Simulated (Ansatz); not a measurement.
Rutile MgH2 was calculated with BLYP (Ansatz, a first-principles code, PAW).

Run with plane-wave cutoff 520 eV, 8×8×12 k mesh (along the axes of the cell as run), Fermi–Dirac smearing 0.01 eV, scalar-relativistic PAW data made under PBE.

Results at a series of volumes:

| V (Å³/atom) | E − E_lowest (meV/atom) |
|---|---|
| 9.952 | 2.58 |
| 10.159 | 0.62 |
| 10.367 | 0.00 |
| 10.574 | 0.59 |
| 10.781 | 2.29 |

**Question.** Fit the third-order Birch–Murnaghan equation and give B0 and B′.

**Answer.** V0 = 10.366 Å³/atom, B0 = 46.9 GPa, B′ = 3.8 (fit to the energies at full precision).

Shape and atoms are relaxed at each volume.

Measured, for comparison: bulk modulus 49 ± 2 GPa (room temperature, no zero-point or thermal correction, measured on MgD2; as tabulated in abstract on rutile-type MgD2 by neutron diffraction to 9.3 GPa, listed at scite); equilibrium volume per atom 10.27 Å³/atom (temperature not stated, no zero-point or thermal correction; as tabulated in Ellinger et al., J. Am. Chem. Soc. 77, 2647 (1955) (COD 4124639)). Computed (rounded) less measured: bulk modulus -4 %, equilibrium volume per atom +1.0 %.

Note: the bulk modulus comes from volumes at which shape and atoms were relaxed.

Static lattice: no zero-point or thermal effects.

The result took around 4 core-minutes (rough).
